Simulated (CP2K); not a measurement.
Band structure of BaSn₃S₄ (Pm, 8 atoms in the cell).

```
CELL_PARAMETERS angstrom
      4.44901     0.00000     0.00000
      0.00000     4.20507     0.00000
     -0.10178     0.00000    11.74555
ATOMIC_POSITIONS crystal
  Ba 0.41811 0.50000 0.61265
  Sn 0.14952 0.50000 0.10585
  Sn 0.63280 0.00000 0.35863
  Sn 0.87009 0.00000 0.87999
  S  0.48191 0.50000 0.88226
  S  0.00887 0.50000 0.35101
  S  0.51747 0.00000 0.14764
  S  0.92122 0.00000 0.66198
```

Computed with LDA (Pade form), GPW, DZVP-MOLOPT-SR-GTH basis, GTH-PADE potentials (GTH_POTENTIALS) (CP2K).

Settings: CUTOFF = 500 Ry; REL_CUTOFF = 50 Ry; SMEAR/METHOD = FERMI_DIRAC; ELECTRONIC_TEMPERATURE = 580.23 K; KPOINTS/SCHEME = MONKHORST-PACK 3 4 2; GAMMA_CENTERED = T; XC_FUNCTIONAL = PADE; Ba/BASIS_SET = DZVP-MOLOPT-SR-GTH; Ba/POTENTIAL = GTH-PADE-q10; Sn/BASIS_SET = DZVP-MOLOPT-SR-GTH; Sn/POTENTIAL = GTH-PADE-q4; S/BASIS_SET = DZVP-MOLOPT-SR-GTH; S/POTENTIAL = GTH-PADE-q6; METHOD = GPW.

The starting cell comes from a database of computed structures (which also holds hypothetical and non-ambient phases and stackings), without a prior relaxation at this level. Values carry the incompleteness of an atom-centred basis.

Task: Predict the gap along the standard path and the places of the band edges.

Result: The gap along the path is 0.74 eV, from X to C; the smallest direct gap on it is 0.80 eV. Another conduction valley lies within 0.1 eV, so the order of the valleys is not sure.

Levels in eV from the top of the valence band on the SCF mesh, bands 20 to 24:
```json
[
 {"point": "Γ", "20": "-1.10", "21": "-0.76", "22": "-0.74", "23": "-0.54", "24": "2.05"},
 {"point": "Y", "20": "-1.01", "21": "-0.77", "22": "-0.69", "23": "-0.52", "24": "2.04"},
 {"point": "H", "20": "-1.40", "21": "-0.49", "22": "-0.25", "23": "0.35", "24": "1.18"},
 {"point": "C", "20": "-1.40", "21": "-0.49", "22": "-0.25", "23": "0.35", "24": "1.18"},
 {"point": "E", "20": "-1.48", "21": "-1.47", "22": "-1.04", "23": "-0.93", "24": "2.58"},
 {"point": "M1", "20": "-1.48", "21": "-1.46", "22": "-1.04", "23": "-0.93", "24": "2.58"},
 {"point": "A", "20": "-1.39", "21": "-1.26", "22": "-1.10", "23": "-1.06", "24": "2.92"},
 {"point": "X", "20": "-1.39", "21": "-0.52", "22": "-0.31", "23": "0.44", "24": "1.24"},
 {"point": "D", "20": "-1.46", "21": "-0.75", "22": "-0.74", "23": "-0.19", "24": "1.44"}
]
```

Higher empty bands are left out: an atom-centred basis made for the valence describes them poorly.
